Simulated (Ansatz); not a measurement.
**Carrier properties of CaO under load (space group I4/mmm)**

Data:

```yaml
crystal:
  lattice:
    - [0.00000, 2.36469, 2.48382]
    - [2.36469, 0.00000, 2.48382]
    - [2.36469, 2.36469, 0.00000]
  atoms:
    - { symbol: Ca, position: [0.00000, 0.00000, 0.00000] }
    - { symbol: O, position: [0.50000, 0.50000, 0.50000] }
```

The numbers are results of r2SCAN, rigid bands (plane waves, PAW, scalar-relativistic; Ansatz, an electronic-structure program), not measurements. Condition of this run: uniaxial stress along [001] of -6.6 GPa (compression positive) (the target of the relaxation). Cell: cell and atoms relaxed with PBEsol, then loaded as said.

| Quantity | Value |
|---|---|
| band gap | 4.12 eV |
| electron conductivity mass (300 K, dilute) | 0.65 (x), 0.65 (y), 0.47 (z) mₑ |
| hole conductivity mass (300 K, dilute) | 0.95 (x), 0.95 (y), 3.9 (z) mₑ |
| effective density of states N_c (300 K) | 2.6e19 cm⁻³ |
| effective density of states N_v (300 K) | 1.1e20 cm⁻³ |
| density-of-states mass, electrons | 1.02 mₑ |
| density-of-states mass, holes | 2.7 mₑ |
| Seebeck coefficient, n-type 1e19 cm⁻³, 300 K | -301 μV/K |
| best n-type power factor at 300 K for τ = 10 fs (best axis; densities from 1e16 to 1e21 cm⁻³ tried, whether or not they can be reached) | 9.4 μW/(cm·K²) at 1e20 cm⁻³ |
| Seebeck coefficient, p-type 1e19 cm⁻³, 300 K | 427 μV/K |
| best p-type power factor at 300 K for τ = 10 fs (best axis; densities from 1e16 to 1e21 cm⁻³ tried, whether or not they can be reached) | 18.8 μW/(cm·K²) at 3e20 cm⁻³ |

Rigid bands; masses and Seebeck coefficients take one relaxation time τ for all states and one kind of carrier; polarons and phonon drag are left out. Spin-orbit coupling is left out; where it splits the top of the valence band, N_v and the p-type Seebeck coefficient come out somewhat high without it. Geometry: cell and atoms relaxed with PBEsol.
